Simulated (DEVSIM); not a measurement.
**illuminated Si n-on-p cell, one wavelength**

System: illuminated Si n-on-p cell, one wavelength, at 350 K.

```
layer (left to right)  material  thickness (μm)  Nd (cm⁻³)  Na (cm⁻³)  τn (s)  τp (s)  absorption coefficient (cm⁻¹)
---------------------  --------  --------------  ---------  ---------  ------  ------  -----------------------------
1                            Si          0.0520     6.8e17          -  2.5e-6  7.9e-7                          71000
2                            Si             220          -     8.1e15  6.1e-5  6.1e-5                          71000
```

Left contact: ohmic, minority hole recombination velocity 70000 cm/s. Right contact: ohmic, minority electron recombination velocity 40000 cm/s. Voltage is applied to the left contact. Recombination: SRH at mid-gap, radiative, Auger. Gap narrowing is on: ΔEg = 6.92 meV × (l + √(l² + 0.5)), l = ln(N/1.3e17 cm⁻³), shared equally by both band edges. Light enters at the left, 3e17 photons cm⁻² s⁻¹, one pass, no reflection. Mobility is constant in doping.

This is a model device: material constants are rounded textbook-type values typed into the input, and sizes, dopings and lifetimes were drawn at random. Values at 300 K; Nc and Nv go as T^1.5, mobilities as T to minus their exponent, the gap by Varshni's rule with the affinity fixed.

```csv
parameter,Si
gap (eV),1.124
affinity (eV),4.05
permittivity,11.7
Nc (cm⁻³),2.86e19
Nv (cm⁻³),3.1e19
μn (cm²/Vs),1417
μp (cm²/Vs),470
T exponent of μn,2.3
T exponent of μp,2.2
B (cm³/s),4.7e-15
Cn (cm⁶/s),2.8e-31
Cp (cm⁶/s),9.9e-32
Varshni α (eV/K),0.000473
Varshni β (K),636
```

DEVSIM, 1D drift-diffusion, Boltzmann statistics, complete ionisation; no tunnelling, impact ionisation, image-force lowering or self-heating.

| Quantity | Result |
|---|---|
| Potential step across the device at zero bias | 0.723 V |
| Largest field in the device at zero bias | 55000 V/cm |
| Dark forward voltage at 1 A/cm² | 0.581 V |
| Dark forward voltage at 100 A/cm² | 1.141 V |
| Short-circuit current | 47.7 mA/cm² |
| Open-circuit voltage | 0.466 V |
| Fill factor | 0.77 |
| Largest power | 17.0 mW/cm² |
| Share of generated pairs collected at short circuit | 0.991 |

Current under light (generator sign):

```json
[
 {"V (V)": "0.00", "J (mA/cm²)": "47.7"},
 {"V (V)": "0.06", "J (mA/cm²)": "47.6"},
 {"V (V)": "0.12", "J (mA/cm²)": "47.6"},
 {"V (V)": "0.18", "J (mA/cm²)": "47.6"},
 {"V (V)": "0.24", "J (mA/cm²)": "47.6"},
 {"V (V)": "0.32", "J (mA/cm²)": "47.2"},
 {"V (V)": "0.34", "J (mA/cm²)": "46.9"},
 {"V (V)": "0.36", "J (mA/cm²)": "46.1"},
 {"V (V)": "0.38", "J (mA/cm²)": "44.7"},
 {"V (V)": "0.40", "J (mA/cm²)": "42.0"},
 {"V (V)": "0.42", "J (mA/cm²)": "36.8"},
 {"V (V)": "0.44", "J (mA/cm²)": "26.8"},
 {"V (V)": "0.46", "J (mA/cm²)": "7.87"},
 {"V (V)": "0.48", "J (mA/cm²)": "-27.3"}
]
```

Dark forward current:

```csv
V (V),J (A/cm²)
-0.05,-4.2e-8
-0.15,-1.3e-6
-0.30,-0.00019
-0.40,-0.0053
-0.55,-0.52
-0.65,-3.4
-0.75,-11
-0.90,-33
-1.00,-56
-1.10,-86
-1.25,-140
-1.35,-190
-1.50,-280
-1.60,-340
```
